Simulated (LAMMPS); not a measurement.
Melting line of Cu (fcc) by solid-liquid coexistence.

Computed with classical MD, pair style eam/alloy, file CuNi.eam.alloy (LAMMPS).

```csv
P (GPa),melting point,enthalpy of fusion,solid,liquid
0,1290 ± 26 K,0.11 eV/atom,12.79 Å³/atom,13.36 Å³/atom
2,1350 ± 27 K,0.12 eV/atom,12.57 Å³/atom,13.13 Å³/atom
5,1490 ± 30 K,0.13 eV/atom,12.32 Å³/atom,12.84 Å³/atom
```

Measured melting point at ambient pressure: 1358 K (Wikipedia, Melting points of the elements (data page)).

Caution: the error of the potential's melting point is set to 2 % at least, a picked allowance for cell size and run length.

Compare the slope of the melting line with the Clausius-Clapeyron value from the lowest pressure. T ΔV/ΔH = 1287 K × 0.57 Å³ / 0.112 eV = 41 K/GPa (1 eV/Å³ = 160.2 GPa); the first two rows give 31 K/GPa, within the errors of the melting points.
